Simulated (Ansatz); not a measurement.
## Point defect Mg on the W site in bcc W

All values below come from PBE, PAW (plane waves to 420 eV; Ansatz, a first-principles code). Set-up: 54-site cell; 4×4×4 shifted k-points; start: the W site; no spin–orbit coupling; not converged in cell size; the relaxation kept the symmetry of the starting site.

Neighbours after relaxation, in Å: of the Mg atom: W 2.79, W 2.79, W 2.79, W 2.79, W 2.79, W 2.79, W 2.79, W 2.79 (the shell may go on).

Formation energies E_f are those of the neutral cell. Chemical conditions: host crystal and elements as references (Δμ(W) = 0.00 eV, Δμ(Mg) = 0.00 eV; Mg taken from its element, since no compound that bounds it was computed at this level; only phases computed here count, gases as isolated molecules at 0 K). Reference phases: Mg: hcp Mg, W: bcc W.

| charge | moment (μB) | point group | largest move off a lattice site (Å) | E_f, host crystal and elements as references (eV) |
|---|---|---|---|---|
| 0 | not spin-polarised | Oh | 0.04 | 1.04 |

Point groups are those of the whole cell at tolerances of 0.03 and 0.1 Å ("near" where only the looser one holds); none is given for unsettled states.

All states together cost about 14 core-minutes (a rough figure).
